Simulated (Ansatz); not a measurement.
The parent structure is BAs in the zinc blende structure (space group F-43m, No. 216).

```
CELL_PARAMETERS angstrom
      0.00000     2.39195     2.39195
      2.39195     0.00000     2.39195
      2.39195     2.39195     0.00000
ATOMIC_POSITIONS crystal
  As 0.75000 0.75000 0.75000
  B  0.00000 0.00000 0.00000
```

Calculations: r2SCAN (Ansatz, a quantum-chemistry and plane-wave program; PAW; 500 eV plane waves; no spin-orbit coupling).

Before the change:

* **Density**: 5.20 g/cm³
* **Width of the top valence band**: 5.41 eV
* **Band gap**: 1.38 eV
* **Smallest direct gap**: 3.44 eV

The change: every As is replaced by P, then cell and atoms are relaxed.

Problem. What does the calculation give for the density, width of the top valence band, band gap and smallest direct gap after the change?

Solution. The density shrinks by 2.23 g/cm³, from 5.20 g/cm³ to 2.97 g/cm³; the width of the top valence band increases by 0.33 eV to 5.74 eV; the band gap increases by 0.03 eV, from 1.38 eV to 1.41 eV; the smallest direct gap grows by 0.16 eV, from 3.44 eV to 3.60 eV.

Stability against distortions was not tested.
